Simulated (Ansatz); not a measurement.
Consider N vacancy in zinc-blende AlN, charge state +1. The step: one N atom jumps into the vacancy from a nearby N site; the atom moves 3.09 Å along (0.00, -0.50, -0.50) of the unit cell; the moving atom starts with neighbours Al at 1.88, 2 Al at 1.91, Al at 1.93 Å and ends with Al at 1.88, 2 Al at 1.91, Al at 1.93 Å. A PBE band in Ansatz (plane-wave PAW, the Γ point alone, 64 host sites, 27 SCF runs with any check of the saddle's order, static, no finite-size correction) gives a forward barrier of 4.16 eV. The saddle point's order was not checked, and it lies on a symmetry element of the cell, where a band can be held. The host's phase is taken as given; its stability against other phases was not computed. The charge state is imposed; whether it is stable for some Fermi level was not computed. Forms of the defect that were not tried may lie lower.

Single points at the band's start and saddle point can refine it. Rough cost of one point, in units of the band's mean SCF on the same machine:

| Level | Cost of one point |
|---|---|
| PBE, a 2×2×2 k-point mesh shifted by half a step | about 5 |
| r2SCAN at 500 eV, the Γ point alone | about 4 |

Q: Which of these move the barrier by more than 0.1 eV, and how far does each move it?

A: PBE, a 2×2×2 k-point mesh shifted by half a step: +0.37 eV; r2SCAN at 500 eV, the Γ point alone: +0.49 eV. Each functional is compared with PBE at the same k-points.

Ansatz is a program for electronic structure.
